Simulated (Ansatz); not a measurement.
The starting structures come from a database of crystals and need not be the phases stable at ambient conditions.

 Where the default PAW files enter, the runs use the earlier of Ansatz's two default sets.

**Evanescent states of CsCaH$_{3}$ (Pm-3m, cubic perovskite, not sure to be the ambient phase, 5 atoms a cell, 19.7 Å³ an atom) along the normal of (111)**

The numbers are results of r2SCAN (plane waves, PAW; Ansatz, an electronic-structure program), not measurements.

No gap correction and no spin-orbit coupling; mid-gap values are interpolated between computed energies.

Energies count from the valence-band top; κ is the least over a 6×6 mesh across the current.

```
E (eV)  κ (1/Å)  where
------  -------  -----
0.09      0.121  off Γ
0.27      0.197  off Γ
0.45      0.241  off Γ
0.63      0.271  off Γ
0.81      0.293  off Γ
0.99      0.309  off Γ
1.17      0.320  off Γ
1.35      0.327  off Γ
1.53      0.331  off Γ
1.71      0.332  off Γ
1.89      0.330  off Γ
2.07      0.325  off Γ
2.25      0.318  off Γ
2.43      0.307  off Γ
2.61      0.294  off Γ
2.79      0.276  off Γ
2.97      0.254  off Γ
3.15      0.225  off Γ
3.33      0.187  off Γ
3.51      0.129  off Γ
```

Task: How thick must the barrier be to attenuate the transmission by 10^6 when the electrodes' Fermi level lies at 2.07 eV, and what attenuation does that film give at 3.33 eV?

Result: d = 6 ln 10 / (2 × 0.325) = 21.3 Å. At 3.33 eV it gives 6 × 0.187/0.325 = 3.5 decades.
